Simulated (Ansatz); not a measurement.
System: stishovite (SiO2). Method: LDA (PAW; Ansatz, an electronic-structure program).

Numerical settings: plane-wave cutoff 520 eV, 8×8×12 k mesh (along the axes of the cell as run), Fermi–Dirac smearing 0.01 eV, scalar-relativistic PAW data made under PBE.

Shape and atoms are relaxed at each volume.

The direct gap at Γ against volume; x = 100 ln(V/7.659 Å³). One gap is withheld.

```csv
V (Å³/atom),x,gap (eV)
7.353,-4.08,?
7.506,-2.02,6.138
7.659,0.00,5.807
7.812,1.98,5.497
7.965,3.92,5.210
```

Task: Fit a straight line to the rows shown, give the volume deformation potential and predict the withheld gap.

Result: Means of the 4 rows: x̄ = 0.970, ȳ = 5.6630 eV. Σ(x − x̄)(y − ȳ) = -3.0639 and Σ(x − x̄)² = 19.604, so the slope is -0.1563 eV per unit of x, and dE_g/d ln V = -15.6 eV. At x = -4.08: 5.6630 + (-0.1563) × (-4.08 − (0.970)) = 6.452 eV. The run gives 6.490 eV, 0.038 eV above the line, as the curve bends the same way over all rows.
